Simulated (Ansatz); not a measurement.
Take SiC (space group P6_3mc, No. 186; a = 3.078 Å, c = 10.076 Å) as the base.

Structures relaxed with Ansatz (an electronic-structure program), PBEsol, PAW, cutoff 420 eV, scalar-relativistic without spin-orbit coupling, earlier PAW set.

Base:

Simulated powder pattern, Cu Kα, λ = 1.54184 Å (kinematic, ideal powder, no thermal factors, no anomalous dispersion; the 14 strongest lines at most, above 2 %, up to 2θ = 90°):

| 2θ (°) | I/Imax (%) | hkl |
|---|---|---|
| 33.62 | 25 | (100) |
| 34.81 | 100 | (101) |
| 35.64 | 67 | (004) |
| 38.20 | 100 | (102) |
| 43.33 | 18 | (103) |
| 49.80 | 8.8 | (104) |
| 57.31 | 26 | (105) |
| 60.12 | 61 | (110) |
| 65.72 | 46 | (106) |
| 71.38 | 11 | (201) |
| 71.89 | 46 | (114) |
| 73.50 | 16 | (202) |
| 74.98 | 6.1 | (107) |
| 87.81 | 7.7 | (205) |

It is then changed as follows: cell and atoms relaxed at a pressure of 15 GPa.

Q: Where do the lines fall after the change?

A: 
Simulated powder pattern, Cu Kα, λ = 1.54184 Å (kinematic, ideal powder, no thermal factors, no anomalous dispersion; the 14 strongest lines at most, above 2 %, up to 2θ = 90°):

```json
[
 {"2θ (°)": "34.32", "I/Imax (%)": "25", "hkl": "(100)"},
 {"2θ (°)": "35.54", "I/Imax (%)": "100", "hkl": "(101)"},
 {"2θ (°)": "36.39", "I/Imax (%)": "67", "hkl": "(004)"},
 {"2θ (°)": "39.00", "I/Imax (%)": "100", "hkl": "(102)"},
 {"2θ (°)": "44.26", "I/Imax (%)": "18", "hkl": "(103)"},
 {"2θ (°)": "50.88", "I/Imax (%)": "8.8", "hkl": "(104)"},
 {"2θ (°)": "58.59", "I/Imax (%)": "26", "hkl": "(105)"},
 {"2θ (°)": "61.46", "I/Imax (%)": "60", "hkl": "(110)"},
 {"2θ (°)": "67.23", "I/Imax (%)": "46", "hkl": "(106)"},
 {"2θ (°)": "73.05", "I/Imax (%)": "10", "hkl": "(201)"},
 {"2θ (°)": "73.57", "I/Imax (%)": "46", "hkl": "(114)"},
 {"2θ (°)": "75.23", "I/Imax (%)": "16", "hkl": "(202)"},
 {"2θ (°)": "76.79", "I/Imax (%)": "6.1", "hkl": "(107)"},
 {"2θ (°)": "78.81", "I/Imax (%)": "3.9", "hkl": "(203)"}
]
```

The indices refer to the base's conventional cell; one index is shown for lines that coincide.

Load acts through the strain it causes; cell and atoms are relaxed under it. Whether these cells are dynamically stable was not tested. Competing high-pressure phases were not computed.
